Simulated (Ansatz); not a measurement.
The decay constant κ of evanescent states in the gap governs leakage through a thin film.

```
ZrO2
1.0
    3.52817     0.00000     0.00000
    0.00000     3.52817     0.00000
    0.00000     0.00000     5.22516
Zr O
2 4
Direct
  0.00000   0.00000   0.00000
  0.50000   0.50000   0.50000
  0.00000   0.50000   0.30177
  0.00000   0.50000   0.80177
  0.50000   0.00000   0.19823
  0.50000   0.00000   0.69823
```

The cell is strained (lengths across the current scaled by 0.98, ions clamped); by r2SCAN it stands under a pressure of 11.3 GPa.

Transport runs along the normal of the first two printed cell vectors, the (001) (indices of the unstrained crystal) plane of the conventional cell.

The gap is the functional's own, uncorrected, and κ follows it; spin-orbit coupling is left out. Mid-gap means the computed energy nearest the middle.

Estimate the band gap and the smallest decay constant κ at mid-gap that r2SCAN (Ansatz, a program for electronic structure) returns for this system.

Gap 4.82 eV on a 8×8×6 mesh; κ = 0.405 1/Å, at the zone centre.
